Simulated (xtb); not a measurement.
xtb 6.7.1, GFN2-xTB: COCC(C)[OH2+], charge +1, multiplicity 1, 17 atoms. The geometry is a generated start, not checked to be a minimum at this level.

```
Item                                                                                                           Result
------------------------  -------------------------------------------------------------------------------------------
method                                                                                                       GFN2-xTB
--acc                                                                                                     1 (default)
--etemp (K)                                                                                             300 (default)
detailed input (--input)  none: ANC optimiser, Lindh (1995) Hessian, microcycle=20, maxdispl=1.0, hlow=0.01 (default)
basis functions                                                                                                    35
valence electrons                                                                                                  38
```

```xyz
17

C      1.9180    -0.0796    -1.5777
O      0.6278    -0.0138    -0.9747
C      0.5833     0.5590     0.3323
C     -0.5918    -0.1607     1.0329
C     -1.9205     0.5307     0.8151
O     -0.5916    -1.4831     0.4000
H      2.6158    -0.6374    -0.9532
H      1.7856    -0.5826    -2.5330
H      2.2989     0.9266    -1.7477
H      0.4096     1.6353     0.2723
H      1.5257     0.3752     0.8581
H     -0.3891    -0.3102     2.0953
H     -2.0949     0.7184    -0.2418
H     -1.9262     1.4832     1.3346
H     -2.7374    -0.0624     1.2193
H     -1.4999    -1.7583     0.1812
H     -0.0131    -1.1404    -0.5131
```

Charge 1 and multiplicity 1 are set for this test and not shown to be the ground state.

The structure is relaxed from this start with --opt LEVEL for the levels crude, sloppy, loose, lax, normal, tight, vtight, extreme, once each. Up to the end of the extreme run atoms move by at most 0.41 Å along an axis.

Q: Choose the cheapest level whose final energy lies within 5 meV of that of extreme.

A: tight: 35 cycles against 42, ending 0.022 meV above.

| level | cycles | energy above the extreme run (meV) | gradient norm (eV/Å) |
|---|---|---|---|
| crude | 1 | 71 | 0.18 |
| sloppy | 1 | 71 | 0.18 |
| loose | 1 | 71 | 0.18 |
| lax | 2 | 70 | 0.089 |
| normal | 4 | 70 | 0.048 |
| tight | 35 | 0.022 | 0.019 |
| vtight | 38 | under 0.01 | 0.0061 |
| extreme | 42 | — | 0.0016 |
